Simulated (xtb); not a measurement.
xtb 6.7.1, GFN2-xTB: CSc1sc(-c2sc(-c3ccc([Si](C)(C)C)o3)c3c2OCCO3)c2c1OCCO2, 51 atoms. The geometry is a generated start, not checked to be a minimum at this level.

```yaml
method: GFN2-xTB
"--acc": 1 (default)
"--etemp (K)": 300 (default)
detailed input (--input): "none: ANC optimiser, Lindh (1995) Hessian, microcycle=20, maxdispl=1.0, hlow=0.01 (default)"
basis_functions: 162
valence_electrons: 154
```

The structure is relaxed from this start with --opt LEVEL for the levels crude, sloppy, loose, lax, normal, tight, vtight, extreme, once each. Up to the end of the extreme run atoms move by at most 1.9 Å along an axis.

### Question
What is the loosest level that ends within 20 meV of the extreme run, and how many cycles does it take?

### Answer
sloppy: 33 cycles against 94, ending 7.4 meV above.

| level | cycles | energy above the extreme run (meV) | gradient norm (eV/Å) |
|---|---|---|---|
| crude | 4 | 210 | 0.23 |
| sloppy | 33 | 7.4 | 0.19 |
| loose | 36 | 3.2 | 0.12 |
| lax | 37 | 2.7 | 0.087 |
| normal | 44 | 1.1 | 0.015 |
| tight | 51 | 0.57 | 0.022 |
| vtight | 68 | 0.20 | 0.0026 |
| extreme | 94 | — | 0.0016 |
